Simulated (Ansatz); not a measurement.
Where the default PAW files enter, the runs use the earlier of Ansatz's two default sets.

Inside the gap of an insulator the Bloch states are evanescent, with a wavenumber k + iκ along the transport direction.

Input:

```
CELL_PARAMETERS angstrom
      7.60454     0.00000     0.00000
     -3.80227     6.58572     0.00000
      0.00000     0.00000     2.90520
ATOMIC_POSITIONS crystal
  Si 0.17505 0.40613 0.75000
  Si 0.82495 0.59387 0.25000
  Si 0.76892 0.17505 0.25000
  Si 0.23108 0.82495 0.75000
  Si 0.59387 0.76892 0.75000
  Si 0.40613 0.23108 0.25000
  N  0.33333 0.66667 0.75000
  N  0.66667 0.33333 0.25000
  N  0.33015 0.29934 0.75000
  N  0.66985 0.70066 0.25000
  N  0.03081 0.33015 0.25000
  N  0.96919 0.66985 0.75000
  N  0.70066 0.03081 0.75000
  N  0.29934 0.96919 0.25000
```

Space group of this cell: P6_3/m. The cell is taken as given.

Transport runs along the normal of the first two printed cell vectors, the (001) plane of the conventional cell.

The gap is the functional's own. No spin-orbit coupling. Mid-gap values are interpolated on the energy grid.

State the band gap and the smallest decay constant κ at mid-gap according to r2SCAN (Ansatz, a quantum-chemistry and plane-wave program).

Gap 5.00 eV on a 6×6×10 mesh; κ = 0.329 1/Å, at the zone centre.
